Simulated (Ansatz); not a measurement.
Consider Ta in the bcc (W type) structure (space group Im-3m, No. 229; a = 3.321 Å; relaxed with 0.1 eV smearing).

All numbers come from DFT with PBE, PAW potentials and a 420 eV plane-wave cutoff in Ansatz (a program for electronic structure), spin-orbit coupling left out, earlier PAW set.

Before the change:

The pressure is 0.0 GPa.

Modification: every lattice vector is shortened by 1.22 %; the atoms relax in the strained cell.

Question: What does the calculation give for the pressure and energy relative to the base after the change?

Answer: The pressure goes from zero to 7.6 GPa; the energy goes up by 15 meV/atom.

No phonon test of stability was made. All final runs are without spin polarisation.
